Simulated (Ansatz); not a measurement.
Abridged Ansatz (a program for electronic structure) output:

```
Pseudopotential: K, paw, valence charge 9
Pseudopotential: P, paw, valence charge 5
Crystal: 8 atoms, lattice volume = 279.785 Å³
Basis set: ecut = 500 eV, 7087 PW (Γ), exchange–correlation on 180×180×300 points (64 copies of the dense FFT grid, shifted against one another)
Bands: 40, of which v1, the nominal top of the filled ones, is band 32 counted from 1 (31 counted from 0)
Symmetry: 24 space group operations
k-points: 24 of 196
Functional: x = r2scan, c = r2scan; τ floored in thin density (d = 2e-4 eV/Å³)
SCF iter   1: F=—  HF=-10775.991449 eV  |F-HF|=—  |Δ(HF+E_count)|=         —  Δρ=4.27e-3  dr2=1.27e-1  dr2_τ=7.01e-3  ethr=1.77e-3  ⟨swp⟩=12.8  Hψ=5235  notcnv=0  defer=7
SCF iter   2: F=—  HF=-10776.008142 eV  |F-HF|=—  |Δ(HF+E_count)|=   1.67e-2  Δρ=2.04e-3  dr2=1.46e-2  dr2_τ=7.40e-4  ethr=1.98e-4  ⟨swp⟩=2.8  Hψ=1540  notcnv=0  defer=57
SCF 1 converged in 9 iterations: F = -10776.007373 eV  dr2 = 3.65e-11
SCF converged after 9 iterations
Free energy (F): -10776.007373 eV
Internal energy: -10776.007211 eV  (E = F + TS)
E sigma→0 (E₀):  -10776.007292 eV
Entropy (-TS):   -0.000162 eV (-0.020 meV/atom)
Fermi energy:    4.281409 eV
--- Forces (eV/Å), atoms counted from 1 ---
  atom   1  K      0.00000000    -0.00000000     0.00000000
  atom   2  K     -0.00000000     0.00000000     0.00000000
  atom   3  K      0.00000000    -0.00000000     0.00390552
  atom   4  K     -0.00000000     0.00000000     0.00390552
  atom   5  K     -0.00000000     0.00000000    -0.00390552
  atom   6  K      0.00000000    -0.00000000    -0.00390552
  atom   7  P      0.00000000     0.00000000     0.00000000
  atom   8  P      0.00000000    -0.00000000     0.00000000
--- Stress (GPa, compression-positive) ---
        0.005752       0.000000       0.000000
        0.000000       0.005752       0.000000
        0.000000       0.000000      -0.005637
  P = ⅓ Tr σ = 0.0020 GPa (0.020 kbar)
```

What was computed, and what are the main results?

K3P, 8 atoms in the cell, with r2SCAN in Ansatz (plane waves to 500 eV, PAW, scalar-relativistic without spin-orbit coupling). The last SCF converged to F = -10776.007373 eV, or -1347.0009 eV per atom, at a pressure of 0.00 GPa. The total energy compares only with runs of the same code, potentials and settings.

No phonon test of stability was made. The cell is K$_{3}$P (space group P6_3/mmc, No. 194; a model cell).
